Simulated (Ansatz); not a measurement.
Base system: Ca in the diamond structure (space group Fd-3m, No. 227; a hypothetical phase, not in the database extracts checked).

```
CELL_PARAMETERS angstrom
      0.00000     4.21632     4.21632
      4.21632     0.00000     4.21632
      4.21632     4.21632     0.00000
ATOMIC_POSITIONS crystal
  Ca 0.75000 0.75000 0.75000
  Ca 0.50000 0.50000 0.50000
```

Calculations: Kohn–Sham DFT with the PBEsol functional, run in Ansatz (a program for electronic structure) with PAW and 420 eV plane waves, no spin-orbit coupling.

Base values:

Shortest interatomic distance: 3.651 Å
Density: 0.89 g/cm³

It is then changed as follows: cell and atoms relaxed at a pressure of 10 GPa.

Estimate the effect on the shortest interatomic distance.

The shortest interatomic distance falls by 1.1677 Å, from 3.651 Å to 2.484 Å.

What happens to the density?

The density increases by 1.93 g/cm³, from 0.89 g/cm³ to 2.82 g/cm³.

Load acts through the strain it causes; cell and atoms are relaxed under it. No phonon test of stability was made. Competing high-pressure phases were not computed.
